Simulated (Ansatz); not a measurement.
System: LaN (model structure, started from the zincblende type, F-43m, No. 216, 2 atoms in the cell). Method: PBEsol in Ansatz (plane waves, PAW).

Input:

Ansatz 0.2 input:
```yaml
crystal:
  lattice:
    - [0.0, 2.7732266618, 2.7732266618]
    - [2.7732266618, 0.0, 2.7732266618]
    - [2.7732266618, 2.7732266618, 0.0]
  atoms:
    - { symbol: N, position: [0.75, 0.75, 0.75] }
    - { symbol: La, position: [0.0, 0.0, 0.0] }
basis:
  ecutwfc: 520
  ecutrho_ratio: 4
  xc_grid: 2
kpoints:
  mp_grid: { grid: [10, 10, 10] }
  band_path:
    path:
      - [0.0, 0.0, 0.0]
      - [-0.045455, -0.045455, 0.0]
      - [-0.090909, -0.090909, 0.0]
      - [-0.136364, -0.136364, 0.0]
      - [-0.181818, -0.181818, 0.0]
      - [-0.227273, -0.227273, 0.0]
      - [-0.272727, -0.272727, 0.0]
      - [-0.318182, -0.318182, 0.0]
      - [-0.363636, -0.363636, 0.0]
      - [-0.409091, -0.409091, 0.0]
      - [-0.454545, -0.454545, 0.0]
      - [-0.5, -0.5, 0.0]
      - [-0.458333, -0.458333, 0.083333]
      - [-0.416667, -0.416667, 0.166667]
      - [-0.375, -0.375, 0.25]
      - [-0.375, 0.0, 0.375]
      - [-0.34375, 0.0, 0.34375]
      - [-0.3125, 0.0, 0.3125]
      - [-0.28125, 0.0, 0.28125]
      - [-0.25, 0.0, 0.25]
      - [-0.21875, 0.0, 0.21875]
      - [-0.1875, 0.0, 0.1875]
      - [-0.15625, 0.0, 0.15625]
      - [-0.125, 0.0, 0.125]
      - [-0.09375, 0.0, 0.09375]
      - [-0.0625, 0.0, 0.0625]
      - [-0.03125, 0.0, 0.03125]
      - [0.0, 0.0, 0.055556]
      - [0.0, 0.0, 0.111111]
      - [0.0, 0.0, 0.166667]
      - [0.0, 0.0, 0.222222]
      - [0.0, 0.0, 0.277778]
      - [0.0, 0.0, 0.333333]
      - [0.0, 0.0, 0.388889]
      - [0.0, 0.0, 0.444444]
      - [0.0, 0.0, 0.5]
      - [-0.071429, -0.035714, 0.464286]
      - [-0.142857, -0.071429, 0.428571]
      - [-0.214286, -0.107143, 0.392857]
      - [-0.285714, -0.142857, 0.357143]
      - [-0.357143, -0.178571, 0.321429]
      - [-0.428571, -0.214286, 0.285714]
      - [-0.5, -0.25, 0.25]
      - [-0.5, -0.3, 0.2]
      - [-0.5, -0.35, 0.15]
      - [-0.5, -0.4, 0.1]
      - [-0.5, -0.45, 0.05]
    npoints: 1
hamiltonian:
  xc: pbesol
  dispersion: none
  pseudopotentials: { kind: paw }
scf:
  occupations: { method: fermi_dirac, width: 0.01 }
  convergence: { dr2_threshold: 0.0000000002 }
output:
  forces: true
  stress: true
  eigenvalues: true
  write_bands: true
```

Output (set-up and result lines):

```
Crystal: 2 atoms, lattice volume = 42.657 Å³
Basis set: ecut = 520 eV, 1139 PW (Γ), exchange–correlation on 60×60×60 points (8 copies of the dense FFT grid, shifted against one another)
Bands: 12, of which v1, the nominal top of the filled ones, is band 8 counted from 1 (7 counted from 0)
Symmetry: 24 space group operations
Space group: F-43m (ITA 216), of the structure as read, at distance tolerance 3.5e-5 Å
k-points: 47 of 1000 (time reversal used)
Functional: x = pbesol(κ = 0.804, μ = 0.12345679012345678), c = pbesol(β = 0.046)
SCF iter   1: F=—  HF=-6542.329299 eV  |F-HF|=—  |Δ(HF+E_count)|=         —  Δρ=8.77e-3  dr2=3.56e-2
SCF iter   2: F=—  HF=-6542.332194 eV  |F-HF|=—  |Δ(HF+E_count)|=   2.90e-3  Δρ=9.19e-3  dr2=4.78e-2
  ...
SCF iter   6: F=—  HF=-6542.322953 eV  |F-HF|=—  |Δ(HF+E_count)|=   1.94e-7  Δρ=6.98e-6  dr2=1.31e-8
SCF iter   7: F=-6542.322953 eV  HF=-6542.322953 eV  |F-HF|=5.18e-11  |Δ(HF+E_count)|=   1.83e-8  Δρ=5.94e-7  dr2=1.09e-10
SCF 1 converged in 7 iterations: F = -6542.322953 eV  dr2 = 1.09e-10
SCF converged after 7 iterations
Free energy (F): -6542.322953 eV
Internal energy: -6542.322953 eV  (E = F + TS)
E sigma→0 (E₀):  -6542.322953 eV
Fermi energy:    10.029309 eV
--- Forces (eV/Å), atoms counted from 1 ---
  atom   1  N      0.00000000    -0.00000000     0.00000000
  atom   2  La     0.00000000    -0.00000000     0.00000000
--- Stress (GPa, compression-positive) ---
       -0.003549      -0.000000      -0.000000
        0.000000      -0.003549       0.000000
       -0.000000       0.000000      -0.003549
  P = ⅓ Tr σ = -0.0035 GPa (-0.035 kbar)
```

The PAW data were made under PBE.

Note: the relaxation could raise the start's symmetry but not lower it, so the cell can be a saddle point.

A model structure was made by putting elements into a prototype or built by hand; it is no filed structure, need not be a known phase, and can be a saddle point held by its symmetry.

Ansatz is a program for electronic structure.
